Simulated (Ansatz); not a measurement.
## InSb, response to strain

The reference is InSb in the zinc blende structure (space group F-43m, No. 216).

```yaml
crystal:
  lattice:
    - [0.00000, 3.22485, 3.22485]
    - [3.22485, 0.00000, 3.22485]
    - [3.22485, 3.22485, 0.00000]
  atoms:
    - { symbol: In, position: [0.00000, 0.00000, 0.00000] }
    - { symbol: Sb, position: [0.25000, 0.25000, 0.25000] }
```

Cartesian axes are those of the cell as printed.

Strains are applied to the cell and any free atomic positions relax.

Computed with plane-wave PAW DFT at the LDA level (Ansatz, a first-principles code, 420 eV), no SOC.

Notes on the quantities. energy relative to the base: free energy F.

| case | energy relative to the base | volume per atom |
|---|---|---|
| base | 0 meV/atom | 33.54 Å³ |
| tensor shear ε_xy = +0.29 % | +0.1 meV/atom | 33.54 Å³ |
| tensor shear ε_xy = +1.43 % | … | 33.53 Å³ |
| tensor shear ε_xy = +1.14 % | … | 33.53 Å³ |
| tensor shear ε_xy = +0.57 % | +0.4 meV/atom | 33.54 Å³ |
| tensor shear ε_xy = +1.71 % | … | 33.53 Å³ |
| tensor shear ε_xy = +2.00 % | +4.9 meV/atom | 33.52 Å³ |
| tensor shear ε_xy = +0.86 % | … | 33.53 Å³ |

Q: Complete the table.

A: 
- tensor shear ε_xy = +1.43 %, energy relative to the base: +2.5 meV/atom
- tensor shear ε_xy = +1.14 %, energy relative to the base: +1.6 meV/atom
- tensor shear ε_xy = +1.71 %, energy relative to the base: +3.6 meV/atom
- tensor shear ε_xy = +0.86 %, energy relative to the base: +0.9 meV/atom

Whether these cells are dynamically stable was not tested. All final runs are without spin polarisation.
